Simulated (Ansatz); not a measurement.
The reference is MgS in the rock salt structure (space group Fm-3m, No. 225).

```cif
data_MgS
_chemical_formula_sum 'Mg1 S1'
_space_group_name_H-M_alt 'P 1'
_space_group_IT_number 1
_cell_length_a 3.67910
_cell_length_b 3.67910
_cell_length_c 3.67910
_cell_angle_alpha 60.000
_cell_angle_beta 60.000
_cell_angle_gamma 60.000
loop_
_space_group_symop_operation_xyz
  'x, y, z'
loop_
_atom_site_label
_atom_site_type_symbol
_atom_site_fract_x
_atom_site_fract_y
_atom_site_fract_z
_atom_site_occupancy
Mg1 Mg 0.00000 0.00000 0.00000 1
S1 S 0.50000 0.50000 0.50000 1
```

The values are results of Kohn–Sham DFT with the r2SCAN functional, run in Ansatz (a first-principles code) with PAW and 500 eV plane waves, spin-orbit coupling left out, not measurements.

Before the change:

Band gap: 3.46 eV
Smallest direct gap: 4.64 eV

One thing is altered: an isotropic linear strain of +0.50 %; the atoms relax in the strained cell.

Problem. How does this affect the band gap?

Solution. The band gap shrinks by 0.03 eV to 3.43 eV.

Problem. Predict the new smallest direct gap.

Solution. The smallest direct gap shrinks by 0.12 eV to 4.52 eV.

No phonon test of stability was made.
